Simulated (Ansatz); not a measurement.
Results of PBEsol (Ansatz, a first-principles code, plane waves, PAW) for Sb (model structure, I-43m, No. 217, 4 atoms in the cell).

Numerical settings: plane-wave cutoff 520 eV, 8×8×8 k mesh, Fermi–Dirac smearing 0.01 eV, scalar-relativistic PAW data made under PBE.

Cell (relaxed with PBE-D3(BJ)):

Space group I-43m (No. 217); a = b = c = 6.609 Å, α = β = γ = 90.00°

```tsv
atom	site	symmetry	x	y	z
Sb	8c	.3m	0.1547	0.1547	0.1547
```
(The calculation used a cell of 4 atoms; values per cell refer to that cell.)

Estimate the band gap that the calculation returns.


- band gap: 0.10 eV

Note: the relaxation could raise the start's symmetry but not lower it, so the cell can be a saddle point; cell and atoms aren't relaxed at this level (largest force component 0.12 eV/Å, pressure -0.3 GPa).

Spin–orbit coupling is not included; it can close the smallest gap of 0.10 eV.

Static lattice: no zero-point or thermal effects.

A model structure was made by putting elements into a prototype or built by hand; it is no filed structure, need not be a known phase, and can be a saddle point held by its symmetry.
